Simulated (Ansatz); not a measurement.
**CdS: pressure series**

The reference is CdS in the wurtzite structure (space group P6_3mc, No. 186; a = 4.196 Å, c = 6.830 Å).

Cell and atoms are relaxed at each pressure.

The values are results of PBE in Ansatz (plane waves to 420 eV, PAW, scalar-relativistic without spin-orbit coupling), not measurements.

Two rows of this table had their results exchanged by mistake.

```
pressure           volume per atom (Å³)  shortest distance (Å)  band gap
-----------------  --------------------  ---------------------  --------
pressure −2 GPa                   27.13                  2.601   1.01 eV
pressure −1 GPa                   22.94                  2.460   1.40 eV
pressure 0.9 GPa                  25.62                  2.551   1.15 eV
pressure 2.1 GPa                  25.11                  2.535   1.20 eV
pressure 4.5 GPa                  24.23                  2.505   1.28 eV
pressure 9 GPa                    26.55                  2.582   1.07 eV
pressure 15 GPa                   21.64                  2.413   1.50 eV
pressure 22.5 GPa                 20.36                  2.352   1.49 eV
pressure 30 GPa                   19.12                  2.289   1.10 eV
```

Question: Which two?

Answer: The rows for pressure −1 GPa and pressure 9 GPa: the volume has to fall steadily with pressure, so 26.55 Å³ belongs to pressure −1 GPa and 22.94 Å³ to pressure 9 GPa.

Load acts through the strain it causes; cell and atoms are relaxed under it. No phonon test of stability was made. Measured, CdS leaves this structure (for rock salt) near 2.54 GPa (temperature not stated; as listed in Datta, Sujoy, Jana, Debnarayan, arXiv (2020)), on rising pressure, with hysteresis.

Ansatz is an electronic-structure program.
